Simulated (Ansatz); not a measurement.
Start from ZrB₂ (space group P6/mmm, No. 191; a = 3.155 Å, c = 3.506 Å; relaxed with 0.1 eV smearing). Axes: x lies along a and z along c of the hexagonal cell.

Computed with PBEsol (Ansatz, an electronic-structure program, PAW, without spin-orbit coupling).

For the base:

```
Property           Result
---------------  --------
Pressure          0.0 GPa
Volume per atom  10.08 Å³
```

Perturbation: compressive biaxial strain of 2.00 % in the plane normal to [001], as in epitaxy on a mismatched substrate; the out-of-plane cell vector and the atoms relax.

Task: How does this affect the pressure and volume per atom?

Result: The pressure (mean of the normal stresses, compression positive) goes from zero to 8.1 GPa; the volume per atom falls by 0.29 Å³ (10.08 Å³ → 9.79 Å³).

Stability against distortions was not tested. All final runs are without spin polarisation.
